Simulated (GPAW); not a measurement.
Worked example: self-consistent single point of Zr3Au (Pm-3n, 8 atoms in the cell) in GPAW.

Computed with LDA (Perdew-Wang 92), GPAW PAW datasets LDA (gpaw-data 1.0.1) (plane waves; GPAW).

```yaml
crystal:
  lattice:
    - [5.54605, 0.00000, 0.00000]
    - [0.00000, 5.54605, 0.00000]
    - [0.00000, 0.00000, 5.54605]
  atoms:
    - { symbol: Zr, position: [0.50000, 0.25000, 0.00000] }
    - { symbol: Zr, position: [0.50000, 0.75000, 0.00000] }
    - { symbol: Zr, position: [0.25000, 0.00000, 0.50000] }
    - { symbol: Zr, position: [0.75000, 0.00000, 0.50000] }
    - { symbol: Zr, position: [0.00000, 0.50000, 0.25000] }
    - { symbol: Zr, position: [0.00000, 0.50000, 0.75000] }
    - { symbol: Au, position: [0.50000, 0.50000, 0.50000] }
    - { symbol: Au, position: [0.00000, 0.00000, 0.00000] }
```

Reference input (self-consistent single point, DFT PBEsol, plane waves, GPAW PAW datasets PBEsol (made by gpaw-setup)): mode = pw; ecut = 600 eV; xc = PBEsol; kpts = 5 5 5; mesh shift (steps) = 0 0 0; occupations.name = fermi-dirac; occupations.width = 0.1 eV; nbands = -14; convergence.density = 1e-05 e/electron; convergence.energy = 1e-05 eV/electron; symmetry.symmorphic = false; symmetry.tolerance = 0.0005. This run's input differs from it in these lines:

```diff
@@ -19,3 +19,3 @@
 calc = GPAW(mode={'name': 'pw', 'ecut': 600},
-            xc='PBEsol',
+            xc='LDA',
             kpts=(5, 5, 5),
```

Its files differ too (potentials: GPAW PAW datasets LDA (gpaw-data 1.0.1)).

Output, abridged:

```
     iter     time        total  log10-change:
                         energy   eigst   dens
iter:   1 --:--:--   -68.522941
iter:   2 --:--:--   -65.198934   -0.38  -1.19
iter:   3 --:--:--   -62.121497   -0.56  -1.25
iter:   4 --:--:--   -62.116406   -0.60  -1.39
iter:   5 --:--:--   -61.672184   -1.34  -1.63
   [... 4 lines left out ...]
iter:  10 --:--:--   -61.084007   -3.25  -2.74
iter:  11 --:--:--   -61.088396   -2.94  -2.64
iter:  12 --:--:--   -61.078453   -3.49  -2.86
iter:  13 --:--:--   -61.078626   -4.73  -3.53
iter:  14 --:--:--   -61.078577c  -4.49  -3.46
iter:  15 --:--:--   -61.078533c  -5.25  -3.53
iter:  16 --:--:--   -61.078544c  -6.04  -3.58
iter:  17 --:--:--   -61.079045c  -4.52  -3.56
iter:  18 --:--:--   -61.078546c  -4.73  -3.37
iter:  19 --:--:--   -61.078494c  -5.57  -3.75
iter:  20 --:--:--   -61.078473c  -5.75  -3.99
iter:  21 --:--:--   -61.078473c  -6.76  -4.18
iter:  22 --:--:--   -61.078421c  -6.76  -4.23
iter:  23 --:--:--   -61.078422c  -7.28  -4.59
iter:  24 --:--:--   -61.078426c  -7.55c -4.95
iter:  25 --:--:--   -61.078424c  -7.80c -5.03c
Converged after 25 iterations.

Dipole moment: (-0.000000, -0.000000, -0.000000) |e|*Ang

Energy contributions relative to reference atoms: (reference = -1619346.522044)

Kinetic:        -55.498077
Potential:      +42.807916
External:        +0.000000
XC:             -50.962521
Entropy (-ST):   -0.272955
Local:           +2.710735
SIC:             +0.000000
--------------------------
Free energy:    -61.214901
Extrapolated:   -61.078424

Showing only first 2 kpts
 Kpt  Band  Eigenvalues  Occupancy
  0    45      8.63205    1.99465
  0    46      8.63205    1.99465
  0    47      8.63205    1.99465
  0    48      8.71993    1.98715

  1    45      8.57008    1.99712
  1    46      8.67625    1.99168
  1    47      8.67625    1.99168
  1    48      8.91499    1.91304

Fermi level: 9.22408

No gap
   [... lines left out ...]
  2 Zr   -0.00000    0.00000    0.00000
  3 Zr    0.00000    0.00000    0.00000
  4 Zr    0.00000    0.00000   -0.00000
  5 Zr    0.00000    0.00000    0.00000
  6 Au    0.00000    0.00000    0.00000
  7 Au    0.00000    0.00000    0.00000

Stress tensor:
     0.059762     0.000000     0.000000
     0.000000     0.059762     0.000000
     0.000000     0.000000     0.059762
Stress (GPa, Voigt): [9.5749 9.5749 9.5749 0.     0.     0.    ]
```

The run converged in 25 iterations. GPAW prints stress with tension positive. Against the reference run the pressure goes from -6.37 to -9.57 GPa.

The starting cell comes from a database of computed structures (which also holds hypothetical and non-ambient phases and stackings), without a prior relaxation at this level. Its lattice was rescaled by a random factor within 2.5 % of one. With a pressure of about -10 GPa the cell is away from its equilibrium volume at this level.

Cost on one core of a shared machine: roughly 2 min.
